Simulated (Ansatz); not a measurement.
Start from HfSi$_{2}$ (space group Cmcm, No. 63; a = 3.650 Å, b = 14.350 Å, c = 3.635 Å). Axes: x, y, z lie along a, b, c of the conventional cell.

Calculations: Ansatz (a first-principles code), PBEsol, PAW, cutoff 420 eV, no SOC.

For the base:

```
Quantity                        Result
-----------------------------  -------
Pressure                       0.0 GPa
Shortest interatomic distance  2.412 Å
Band gap                          zero
```

It is then changed as follows: biaxial strain −4.33 %, plane normal [001], relaxed out of plane (Cartesian); in-plane vectors clamped, the third vector and the atoms free.

### Question
What does the calculation give for the pressure, shortest interatomic distance, energy relative to the base and band gap after the change?

### Answer
The pressure (mean of the normal stresses, compression positive) goes from zero to 8.1 GPa; the shortest interatomic distance goes up by 0.023 Å (2.412 Å → 2.435 Å); the energy grows by 50 meV/atom; the band gap remains zero.

Without a gap, meshes like the base's 13×13×13 leave anisotropic stresses uncertain by several tenths of a GPa, and small strain energies with them. Whether these cells are dynamically stable was not tested. The final runs are not spin-polarised.
